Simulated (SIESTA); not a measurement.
Band structure of Al3Sc (Pm-3m, 4 atoms in the cell).

```yaml
crystal:
  lattice:
    - [4.02579, 0.00000, 0.00000]
    - [0.00000, 4.02579, 0.00000]
    - [0.00000, 0.00000, 4.02579]
  atoms:
    - { symbol: Sc, position: [0.00000, 0.00000, 0.00000] }
    - { symbol: Al, position: [0.00000, 0.50000, 0.50000] }
    - { symbol: Al, position: [0.50000, 0.00000, 0.50000] }
    - { symbol: Al, position: [0.50000, 0.50000, 0.00000] }
```

Level of theory: GGA PBE, numerical atomic orbitals DZP, PseudoDojo PBE standard norm-conserving potentials (rewritten from UPF to PSML) (SIESTA).

Settings: XC.functional = GGA; XC.authors = PBE; potentials = PseudoDojo PBE standard; PAO.BasisSize = DZP; PAO.EnergyShift = 0.01 Ry; MeshCutoff = 300 Ry; kgrid.MonkhorstPack = 7 7 7; OccupationFunction = FD; ElectronicTemperature = 136 meV; MaxSCFIterations = 150; SCF.Mixer.Method = Broyden; SCF.Mixer.Weight = 0.2; SCF.Mixer.History = 6; SCF.DM.Tolerance = 1.0E-05.

The starting cell has typed, rounded lattice constants, without a prior relaxation at this level. Its lattice was rescaled by a random factor within 2.5 % of one. Values carry the incompleteness of an atom-centred basis.

Levels in eV from the Fermi level, bands 7 to 12:
```json
[
 {"point": "Γ", "7": "-2.63", "8": "-1.79", "9": "-1.79", "10": "-1.79", "11": "1.33", "12": "1.33"},
 {"point": "X", "7": "-1.76", "8": "-1.76", "9": "-1.54", "10": "1.13", "11": "1.13", "12": "1.35"},
 {"point": "M", "7": "-5.64", "8": "-4.44", "9": "-0.55", "10": "-0.55", "11": "1.29", "12": "1.49"},
 {"point": "R", "7": "-4.80", "8": "-4.60", "9": "-2.96", "10": "-2.96", "11": "-2.96", "12": "1.18"}
]
```

Bands cross the Fermi level along this path, so the cell is metallic at this level.

Higher empty bands are left out: an atom-centred basis made for the valence describes them poorly.
